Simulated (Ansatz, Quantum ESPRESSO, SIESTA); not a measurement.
## One structure in several programs: MgMnCoO4 (P1, 7 atoms in the cell)

Self-consistent single point, at a second geometry (atoms moved at random). First geometry:

```yaml
crystal:
  lattice:
    - [2.93100, 0.00000, 0.00000]
    - [0.21411, 5.21366, 0.00000]
    - [0.10987, 1.42991, 5.03928]
  atoms:
    - { symbol: Mg, position: [0.47399, 0.30015, 0.29112] }
    - { symbol: Mn, position: [0.50693, 0.96816, 0.96722], spin: 4.0 }
    - { symbol: Co, position: [0.96321, 0.57791, 0.58703], spin: 3.0 }
    - { symbol: O, position: [0.50997, 0.67994, 0.28787] }
    - { symbol: O, position: [0.02403, 0.81669, 0.81987] }
    - { symbol: O, position: [0.99131, 0.14167, 0.13123] }
    - { symbol: O, position: [0.49359, 0.28676, 0.67304] }
```
(The spins are starting values, not results.)

Second geometry:
```yaml
crystal:
  lattice:
    - [2.93100, 0.00000, 0.00000]
    - [0.21411, 5.21366, 0.00000]
    - [0.10987, 1.42991, 5.03928]
  atoms:
    - { symbol: Mg, position: [0.48621, 0.30717, 0.29643] }
    - { symbol: Mn, position: [0.53492, 0.96238, 0.96387], spin: 4.0 }
    - { symbol: Co, position: [0.94546, 0.57800, 0.58169], spin: 3.0 }
    - { symbol: O, position: [0.48848, 0.68458, 0.29362] }
    - { symbol: O, position: [0.02964, 0.81935, 0.81805] }
    - { symbol: O, position: [0.98674, 0.13309, 0.13846] }
    - { symbol: O, position: [0.49159, 0.28671, 0.66526] }
```
(The spins are starting values, not results.)

Shared settings, as Ansatz (a quantum-chemistry and plane-wave program) writes them: kpoints.mp_grid.grid = 4 3 3; scf.occupations.method = fermi_dirac; scf.occupations.width = 0.05 eV. Potentials and cutoffs stand in the table.

```json
[
 {"code": "Ansatz", "model": "LDA (PW92), PAW files made with PBE", "ΔF from the first geometry (meV/atom)": "22.6", "pressure (GPa)": "-16.76", "largest force (eV/Å)": "1.525", "size of the net moment (μB/atom)": "0.00", "cutoff": "default"},
 {"code": "SIESTA", "model": "LDA PW92, numerical atomic orbitals TZP, PseudoDojo LDA standard norm-conserving potentials (rewritten from UPF to PSML)", "ΔF from the first geometry (meV/atom)": "24.6", "pressure (GPa)": "-18.39", "largest force (eV/Å)": "1.761", "size of the net moment (μB/atom)": "0.84", "cutoff": "grid 400 Ry"},
 {"code": "Quantum ESPRESSO", "model": "LDA (PZ), GBRV 1.5 ultrasoft (LDA) pseudopotentials", "ΔF from the first geometry (meV/atom)": "24.3", "pressure (GPa)": "-15.74", "largest force (eV/Å)": "1.567", "size of the net moment (μB/atom)": "0.85", "cutoff": "50 Ry"}
]
```

Size of the force on each atom (eV/Å): Sizes of forces hide their directions.

```csv
code,Mg1,Mn2,Co3,O4,O5,O6,O7
Ansatz,1.525,0.985,0.489,0.498,0.580,0.449,1.226
SIESTA,1.761,1.201,0.594,0.362,0.350,0.604,1.140
Quantum ESPRESSO,1.567,1.349,0.443,0.397,0.332,0.554,1.068
```

The net moments differ, which can mean other magnetic states; other values may part for that reason too.

On Ansatz's run: the magnetic order is the one reached from the typed start; others were not searched systematically. The program warned that a starting moment was not kept.

The spread over the programs that give each value: ΔF from the first geometry within 2.0 meV/atom; pressure within 2.65 GPa; largest force within 0.236 eV/Å; size of the net moment within 0.85 μB/atom.

SIESTA uses small atom-centred bases, whose incompleteness enters pressures, forces and empty levels differently from a plane-wave cutoff. Ansatz's pressure is given at a fixed set of plane waves, as the other plane-wave codes print theirs; with its correction for the finite basis it is -16.10 GPa (the shift of 0.66 GPa shows how far the cutoff is from converged). The same LDA comes in different parametrisations, which differ slightly. In the pressure, SIESTA (by 2.14) lies more than 1 GPa from the median of the plane-wave programs.

The shared mesh is coarse (it stands for a supercell whose shortest vector is 12 Å), so the values are not converged in it.

The starting cell comes from a database of computed structures (which also holds hypothetical and non-ambient phases and stackings), without a prior relaxation at this level. For this run, on top of that: atoms moved at random.

Keys are those of Ansatz 0.2.
